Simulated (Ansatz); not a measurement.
A 24-atom cell of (Zr,Hf)B2 started in the AlB2 type structure, site fractions Zr 0.875, Hf 0.125, short-range order -0.14 in the first shell of the mixed sites (0 is random, a negative value favours unlike neighbours), space group Fmmm at the end, an ordered arrangement that its symmetry holds. The mixed sublattice has 8 sites.

The mixing enthalpy is taken against the end members in the AlB2 type type (which need not be the stable form of ZrB2 and HfB2), relaxed in the same cell and mesh.

Method: PBE (plane waves to 420 eV, PAW; Ansatz, a quantum-chemistry and plane-wave program). Scalar-relativistic, without spin–orbit coupling. Its k-point mesh 6×6×5, Fermi–Dirac width 0.05 eV.

| cell | energy at zero smearing (eV) |
|---|---|
| ZrB2 | -35989.785 |
| HfB2 | -128289.734 |
| HfZr7B16 | -47527.279 |

Question: Work out the mixing enthalpy per mixed site and the interaction parameter Ω of a regular solution.

Answer: With x = 1/8 of the second end member, ΔH = [-47527.279 − 7/8 × (-35989.785) − 1/8 × (-128289.734)] / 8 = 0 meV against the separate end members. Ω = ΔH / x(1 − x) = 0 meV.
